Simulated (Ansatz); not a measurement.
A constructed model of the (100) surface of fcc Pt, a layer of Ni in place of the second plane (bottom of the slab: a bare face, its two planes held)

Calculation: PBE (plane waves to 420 eV, PAW; Ansatz, a quantum-chemistry and plane-wave program).

Set-up: 6 atoms, 9.8 Å thick at the start (thin: gaps and levels are the slab's own); mesh 13x13x1; 0.1 eV smearing; dipole correction on; 2 atoms held, the rest relaxed; held to the start's symmetry, so lower structures may exist; spin-polarised, ending with about 1.4 μB a cell; orders that need a larger cell were not tried, no spin-orbit, no U. It is one candidate, not shown to be the stable structure of the face.

```
Item                                            Value
-----------------------------  ----------------------
work function of the top face                 5.55 eV
energy released by relaxation                 0.25 eV
magnetic moment of the cell                   1.42 μB
cost                           roughly 5 core-minutes
```
